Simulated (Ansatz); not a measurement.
Converging the k-point mesh at a smearing width of 0.05 eV: Pb (P-3m1, 2 atoms in the cell)

```
CELL_PARAMETERS angstrom
      3.45423     0.00000     0.00000
     -1.72712     2.99145     0.00000
      0.00000     0.00000     5.96740
ATOMIC_POSITIONS crystal
  Pb 0.33333 0.66667 0.25838
  Pb 0.66667 0.33333 0.75000
```

Computed with PBEsol, default PAW files made with PBE (plane waves; Ansatz, a program for electronic structure).

Base settings: basis.ecutwfc = 420 eV; kpoints.mp_grid.grid = 11 11 6; hamiltonian.xc = pbesol; hamiltonian.pseudopotentials = {kind: paw} (the program's default PAW files); scf.occupations.method = gaussian; scf.occupations.width = 0.1 eV.

In this ladder: scf.occupations.width = 0.05 eV.

The second cell is the first with its lattice scaled by 0.98.

Only quantities that move along the ladder and can be compared are tabulated.

The count of work is k-points × plane waves × bands × iterations; it is no time. 

The starting cell comes from a database of computed structures (which also holds hypothetical and non-ambient phases and stackings), without a prior relaxation at this level. Its lattice was rescaled by up to half a per cent. One atom was moved a little off its site on purpose. Ansatz's pressure includes its estimate of the finite-basis (Pulay) stress.

Steps (kpoints.mp_grid.grid): 4 4 2; 5 5 3; 6 6 3; 7 7 4; 8 8 4; 10 10 5; 12 12 6; 15 15 8; 18 18 9; 21 21 11; 26 26 13.

Problem. What is the coarsest kpoints.mp_grid.grid that holds the energy of the compressed cell less the first within 1 meV/atom of the last step, with all finer ones?

Solution. 12 12 6, at 0.12 of the last step's count of work; the step before is off by 3.2 meV/atom.

Problem. What is the coarsest kpoints.mp_grid.grid that holds the pressure within 0.2 GPa of the last step, with all finer ones?

Solution. 12 12 6, at 0.12 of the last step's count of work; the step before is off by 0.24 GPa.

Problem. What is the coarsest kpoints.mp_grid.grid that holds the free energy within 2 meV/atom of the last step, with all finer ones?

Solution. 12 12 6, at 0.12 of the last step's count of work; the step before is off by 4.1 meV/atom.

| kpoints.mp_grid.grid | free energy less the last step's (meV/atom) | energy of the compressed cell less the first (meV/atom) | pressure (GPa) | largest difference of a force vector from the last step's (eV/Å) | count of work / last |
|---|---|---|---|---|---|
| 4 4 2 | 230.10 | -11.79 | -1.76 | 0.516 | 0.0083 |
| 5 5 3 | -5.57 | 12.26 | -0.40 | 0.009 | 0.012 |
| 6 6 3 | -6.00 | 1.72 | -1.28 | 0.001 | 0.021 |
| 7 7 4 | 16.01 | 3.28 | -1.10 | 0.130 | 0.034 |
| 8 8 4 | 26.45 | -1.63 | -1.39 | 0.092 | 0.042 |
| 10 10 5 | -4.14 | 4.42 | -1.00 | 0.018 | 0.060 |
| 12 12 6 | 0.79 | 0.91 | -1.32 | 0.003 | 0.12 |
| 15 15 8 | -0.46 | 1.22 | -1.21 | 0.003 | 0.23 |
| 18 18 9 | 1.80 | 1.70 | -1.18 | 0.011 | 0.35 |
| 21 21 11 | 0.56 | 1.65 | -1.21 | 0.001 | 0.57 |
| 26 26 13 | 0.00 | 1.23 | -1.24 | 0.000 | 1.0 |

The energy difference between the two cells stays within 1 meV/atom of the last step's from 12 12 6 on, the total only from 21 21 11 on: much of the error is common to both cells and cancels.

Two neighbours can agree and both be off: 5 5 3 and 6 6 3 differ by 0.43 meV/atom in the free energy, yet lie about 6.0 meV/atom from the last step.

Keys are those of Ansatz 0.2.
